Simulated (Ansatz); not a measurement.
The reference is Os in the hcp (Mg type) structure (space group P6_3/mmc, No. 194; a = 2.754 Å, c = 4.347 Å; relaxed with 0.1 eV smearing). Axes: x lies along a and z along c of the hexagonal cell.

Method: PBE (Ansatz, a quantum-chemistry and plane-wave program; PAW; 420 eV plane waves; no SOC).

Base values:

```
Quantity                         Result
-----------------------------  --------
Shortest interatomic distance  269.3 pm
```

One thing is altered: uniaxial strain ε_zz = +2.00 %, all other strain components held at zero; the atoms relax in the strained cell.

Problem. What does the calculation give for the stress after the change?

Solution. The stress (xx, yy, zz, yz, xz, xy; compression positive) comes out as (-4.0, -4.0, -15.1, 0.0, 0.0, 0.0) GPa.

Problem. How does this affect the shortest interatomic distance?

Solution. The shortest interatomic distance increases by 3.5 pm to 272.8 pm.

No phonon test of stability was made. All final runs are without spin polarisation.
